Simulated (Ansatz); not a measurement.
# Relaxation of the atoms of SrSnPt (Pnma, 12 atoms in the cell) at several settings

```
CELL_PARAMETERS angstrom
      7.64924     0.00000     0.00000
      0.00000     4.71211     0.00000
      0.00000     0.00000     8.00440
ATOMIC_POSITIONS crystal
  Pt 0.29831 0.25000 0.39391
  Pt 0.20169 0.75000 0.89391
  Pt 0.79831 0.25000 0.10609
  Pt 0.70169 0.75000 0.60609
  Sn 0.16234 0.25000 0.07482
  Sn 0.33766 0.75000 0.57482
  Sn 0.66234 0.25000 0.42518
  Sn 0.83766 0.75000 0.92518
  Sr 0.01830 0.25000 0.68232
  Sr 0.48170 0.75000 0.18232
  Sr 0.51830 0.25000 0.81768
  Sr 0.98170 0.75000 0.31768
```

Base: PBEsol, default PAW files made with PBE in Ansatz (a quantum-chemistry and plane-wave program). Its settings: basis.ecutwfc = 420 eV; kpoints.mp_grid.grid = 3 5 3; hamiltonian.xc = pbesol; hamiltonian.pseudopotentials = {kind: paw} (the program's default PAW files); scf.occupations.method = fermi_dirac; scf.occupations.width = 0.1 eV. Starting volume 24.04 Å³ per atom.

Each line gives the change from the base single point and the result:

- atoms moved at random; relax: default → atoms; relax.f_tol: default → 0.03 eV/Å: pressure -0.95 GPa; largest force (vector length) 0.013 eV/Å; relaxation steps 4; free energy against the base single point -0.2 meV/atom.
- atoms moved at random; scf.convergence.dr2_threshold: default (1e-07 eV) → 0.001 eV; relax: default → atoms; relax.f_tol: default → 0.03 eV/Å: pressure -0.95 GPa; largest force (vector length) 0.030 eV/Å; relaxation steps 3; free energy against the base single point -0.2 meV/atom.
- atoms moved at random; relax: default → atoms; relax.f_tol: default → 0.1 eV/Å: pressure -0.95 GPa; largest force (vector length) 0.013 eV/Å; relaxation steps 4; free energy against the base single point -0.2 meV/atom.

The starting cell comes from a database of published, mostly measured structures (it also holds non-ambient and calculated ones), without a prior relaxation at this level. Its lattice was rescaled by a random factor within 2.5 % of one. Spin polarisation is off. Ansatz's pressure includes its estimate of the finite-basis (Pulay) stress.

Keys are those of Ansatz 0.2.
